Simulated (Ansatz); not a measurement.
Base system: ZnCu2SnS4 (space group I-4, No. 82; a = 5.468 Å, c = 10.935 Å). Axes: x, y, z lie along a, b, c of the conventional cell.

The values are results of PBE (Ansatz, an electronic-structure program; PAW; 420 eV plane waves; no spin-orbit coupling), not measurements.

Base values:

| Quantity | Value |
|---|---|
| Pressure | 0.0 GPa |
| Shortest interatomic distance | 4.378 bohr |

Perturbation: uniaxial strain ε_zz = −2.25 %, all other strain components held at zero; the atoms relax in the strained cell.

Question: What happens to the energy relative to the base, pressure and shortest interatomic distance?

Answer: The energy increases by 3.1 meV/atom; the pressure (mean of the normal stresses, compression positive) goes from zero to 1.6 GPa; the shortest interatomic distance decreases by 0.034 bohr to 4.344 bohr.

No phonon test of stability was made. The final runs are not spin-polarised. Gaps under 0.05 eV, about the width of the smearing, are given as zero.
